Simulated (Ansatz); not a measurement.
**How the enthalpy of formation of GeRh (model structure, started from the NiAs type, P6₃/mmc, No. 194, 4 atoms in the cell) moves with the method**

No measured value is used here.

| level (code) | value (eV/atom) |
|---|---|
| PBE (Ansatz) | -0.468 |
| PBEsol (Ansatz) | -0.500 |
| PBE-D3(BJ) (Ansatz) | … |

Q: Complete the blanks.

A: 
- PBE-D3(BJ) (Ansatz, a quantum-chemistry and plane-wave program), value (eV/atom): -0.491

Each level is taken at its own relaxed cell. Ansatz's density-functional and Hartree–Fock values are scalar-relativistic unless marked +SOC, with PAW data made under PBE.

A model structure was made by putting elements into a prototype or built by hand; it is no filed structure, need not be a known phase, and can be a saddle point held by its symmetry.
